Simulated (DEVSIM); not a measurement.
## illuminated Si p-on-n cell, one wavelength, with a back-surface field

Device: illuminated Si p-on-n cell, one wavelength, with a back-surface field, at 400 K.

```tsv
layer (left to right)	material	thickness (μm)	Nd (cm⁻³)	Na (cm⁻³)	τn (s)	τp (s)	absorption coefficient (cm⁻¹)
1	Si	0.0830	-	1.9e18	1.6e-8	4.6e-8	440
2	Si	100	9.4e16	-	1.5e-6	1.5e-6	440
3	Si	0.820	2e18	-	1.5e-6	1.5e-6	440
```

Left contact: ohmic, minority electron recombination velocity 4e5 cm/s. Right contact: ohmic, minority hole recombination velocity 400 cm/s. Voltage is applied to the left contact. Recombination: SRH at mid-gap, radiative, Auger. Light enters at the left, 1.7e18 photons cm⁻² s⁻¹, one pass, no reflection. Mobility is constant in doping.

The device is made up for the run: typed textbook-type constants, with dimensions and the other settings drawn at random. Values at 300 K; Nc and Nv go as T^1.5, mobilities as T to minus their exponent, the gap by Varshni's rule with the affinity fixed.

```tsv
parameter	Si
gap (eV)	1.124
affinity (eV)	4.05
permittivity	11.7
Nc (cm⁻³)	2.86e19
Nv (cm⁻³)	3.1e19
μn (cm²/Vs)	1417
μp (cm²/Vs)	470
T exponent of μn	2.3
T exponent of μp	2.2
B (cm³/s)	4.7e-15
Cn (cm⁶/s)	2.8e-31
Cp (cm⁶/s)	9.9e-32
Varshni α (eV/K)	0.000473
Varshni β (K)	636
```

Simulated with DEVSIM: 1D drift-diffusion, Boltzmann statistics, complete ionisation; no tunnelling, impact ionisation, image-force lowering or self-heating.

| Quantity | Result |
|---|---|
| Potential step across the device at zero bias | 0.879 V |
| Dark forward voltage at 1 A/cm² | 0.474 V |
| Dark forward voltage at 100 A/cm² | 0.707 V |
| Short-circuit current | 169 mA/cm² |
| Open-circuit voltage | 0.412 V |
| Fill factor | 0.72 |
| Largest power | 50.4 mW/cm² |
| Share of generated pairs collected at short circuit | 0.628 |

Current under light (generator sign):

```
V (V)  J (mA/cm²)
-----  ----------
0.00          169
0.04          169
0.10          169
0.14          169
0.20          169
0.26          167
0.28          165
0.30          162
0.32          157
0.34          148
0.36          131
0.38          101
0.40         48.3
0.42        -46.0
```

Dark forward current:

| V (V) | J (A/cm²) |
|---|---|
| 0.05 | 4.0e-6 |
| 0.15 | 8.8e-5 |
| 0.20 | 0.00037 |
| 0.30 | 0.0067 |
| 0.35 | 0.028 |
| 0.45 | 0.51 |
| 0.55 | 7.7 |
| 0.60 | 23 |
| 0.70 | 94 |
| 0.80 | 240 |
| 0.85 | 370 |
| 0.95 | 860 |
| 1.00 | 1200 |
| 1.10 | 2200 |
